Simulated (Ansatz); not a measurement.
Start from GaSe in the beta-GaS type structure (space group P6_3/mmc, No. 194; a = 3.705 Å, c = 15.508 Å; layered, stacked along the Cartesian z axis).

Level of theory: PBEsol-D3(BJ) (Ansatz, a quantum-chemistry and plane-wave program; PAW; 420 eV plane waves; no spin-orbit coupling), earlier PAW set.

Before the change:

* **Volume per atom**: 23.04 Å³

Modification: In takes the place of Ga on all its sites; the structure is relaxed again.

**Question.** Predict the new volume per atom.

**Answer.** The volume per atom rises by 4.55 Å³ (23.04 Å³ → 27.59 Å³).

No phonon test of stability was made.
